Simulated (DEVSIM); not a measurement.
Structure: illuminated Ge p-on-n cell, one wavelength, with a back-surface field, at 350 K.

Layer 1 from the left is Ge, thickness (μm) 0.230, Na (cm⁻³) 1.6e18, τn (s) 1.4e-5, τp (s) 6.6e-7, absorption coefficient (cm⁻¹) 64000. Layer 2 from the left is Ge, thickness (μm) 27.0, Nd (cm⁻³) 6.8e15, τn (s) 6e-5, τp (s) 6e-5, absorption coefficient (cm⁻¹) 64000. Layer 3 from the left is Ge, thickness (μm) 0.220, Nd (cm⁻³) 3.4e18, τn (s) 6e-5, τp (s) 6e-5, absorption coefficient (cm⁻¹) 64000.

Left contact: ohmic, minority electron recombination velocity 1e6 cm/s. Right contact: ohmic, minority hole recombination velocity 7e6 cm/s. Voltage is applied to the left contact. Recombination: SRH at mid-gap, radiative, Auger. Light enters at the left, 1.9e17 photons cm⁻² s⁻¹, one pass, no reflection. Mobility is μmin + (μ − μmin)/(1 + (N/Nref)^α).

This is a model device: material constants are rounded textbook-type values typed into the input, and sizes, dopings and lifetimes were drawn at random. Values at 300 K; Nc and Nv go as T^1.5, mobilities as T to minus their exponent, the gap by Varshni's rule with the affinity fixed.

Ge: gap (eV) 0.664, affinity (eV) 4, permittivity 16, Nc (cm⁻³) 1.04e19, Nv (cm⁻³) 6e18, μn (cm²/Vs) 3900, μp (cm²/Vs) 1900, μn,min 150, μp,min 100, Nref,n 2.6e17, Nref,p 4e17, αn 0.56, αp 0.6, T exponent of μn 1.66, T exponent of μp 2.33, B (cm³/s) 6.4e-14, Cn (cm⁶/s) 1e-31, Cp (cm⁶/s) 1e-31, Varshni α (eV/K) 0.000477, Varshni β (K) 235.

Model (solved in DEVSIM): 1D drift-diffusion, Boltzmann statistics, complete ionisation; no tunnelling, impact ionisation, image-force lowering or self-heating.

Problem. What does the simulation give for the fill factor, the share of generated pairs collected at short circuit, the dark forward voltage at 1 A/cm²?

Solution. fill factor 0.40; share of generated pairs collected at short circuit 0.784; dark forward voltage at 1 A/cm² 0.167 V.
